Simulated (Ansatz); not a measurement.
Amorphous Si₂₄O₄₉H₂, 75 atoms at 2.23 g/cm³, one PBE-relaxed geometry, zone centre. Methods: PBE, scalar-relativistic without spin-orbit coupling (Ansatz, an electronic-structure program); r2SCAN, scalar-relativistic without spin-orbit coupling (Ansatz). Plane waves to 420 eV (r2SCAN 500 eV). At PBE the levels at the filled edge of the gap are localised (band-tail or defect states), and the nearest spread-out levels lie 5.5 eV apart at the zone centre. All rungs ran without spin polarisation.

The cell was made by melting and quenching with the CHGNet potential and then relaxed with DFT. O atoms were pushed apart under 1.9 Å during the dynamics, to hinder bonds among them. The hot cell started wider than the set density and was brought back towards it in steps. It is the lowest in DFT energy of 2 quenches. It is a model cell: composition and starting density were chosen by hand, and all elements were melted together. No dispersion term was used. Its density started from a set value of 2.23 and ended at 2.23 g/cm³. The simulated quench (nominally 200 K/ps over its main leg) is rapid and tends to freeze in more defects than a deposited or slowly cooled glass has. Values belong to this one cell and scatter from quench to quench. The volume was held where the preparation left it, at a PBE pressure of 1.4 GPa. Stress components on the final sampling reach 4.5 GPa.

The relaxation ran on the zone centre alone. At PBE the level gap is 5.12 eV on a 2×2×2 Γ-centred mesh, and the spacing at the zone centre alone 5.15 eV.

Problem. What zone-centre spacing does r2SCAN give, roughly?

Solution. 5.85 eV (+0.69 eV against PBE).

The highest filled and the lowest empty state spread over these numbers of atoms (participation numbers): PBE: 7.2 and 67.9; r2SCAN: 7.0 and 68.1.
